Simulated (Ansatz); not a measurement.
Results of PBE0 (Ansatz, a quantum-chemistry and plane-wave program, PAW) for Cu2ZnSnSe4 (I-42m, No. 121).

Settings: plane-wave cutoff 460 eV, 6×6×6 k mesh, Fermi–Dirac smearing 0.01 eV, no spin polarisation, scalar-relativistic PAW data made under PBE.

Cell (relaxed with PBEsol):

```cif
data_Cu4Se8Sn2Zn2
_chemical_formula_sum 'Zn2 Cu4 Sn2 Se8'
_space_group_name_H-M_alt 'I-42m'
_space_group_IT_number 121
_space_group_name_Hall 'I -4 2'
_cell_length_a 5.66028
_cell_length_b 5.66028
_cell_length_c 11.31267
_cell_angle_alpha 90.000
_cell_angle_beta 90.000
_cell_angle_gamma 90.000
loop_
_atom_site_label
_atom_site_type_symbol
_atom_site_symmetry_multiplicity
_atom_site_Wyckoff_symbol
_atom_site_fract_x
_atom_site_fract_y
_atom_site_fract_z
_atom_site_occupancy
Zn1 Zn 2 a 0.00000 0.00000 0.00000 1
Cu1 Cu 4 d 0.00000 0.50000 0.25000 1
Sn1 Sn 2 b 0.00000 0.00000 0.50000 1
Se1 Se 8 i 0.26055 0.26055 0.36387 1
```
(The calculation used a cell of 8 atoms; values per cell refer to that cell.)

Q: What does this level give for the band gap?

A: 
band gap: 1.16 eV (on the SCF k mesh)

Note: cell and atoms aren't relaxed at this level (largest force component 0.48 eV/Å, pressure 1.6 GPa).

Spin–orbit coupling is not included.

It cost around 20 core-minutes (rough) of CPU time.
